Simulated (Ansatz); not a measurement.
Structures of equal composition on the (110) surface of bcc Nb: a layer of Pd in place of the second plane; a layer of Pd in place of the third plane. The slabs share one bottom face, and each structure is named by its start. These are constructed structures in small cells; real faces may alloy, dewet or reconstruct in larger ones, and not all known structures of the face are among them. Slabs of about 12 Å with all that they carry, Fermi-Dirac smearing of 0.1 eV. Bottom of the slabs: a bare face, its two planes held. Relaxed from the named starts with such symmetry as they have, on meshes of like density; energies extrapolated to zero smearing; no spin-orbit coupling, no U. Spin-polarised runs, if any, are marked in brackets, and their order is one that fits the cell; the others ran without spin.

These are PBE (plane waves to 420 eV, PAW; Ansatz, a quantum-chemistry and plane-wave program) values and carry that method's errors.

Question: Rank these by energy per 1x1 cell (lowest first), as PBE gives it.

Answer: a layer of Pd in place of the third plane (0.000 eV), a layer of Pd in place of the second plane (0.403 eV)
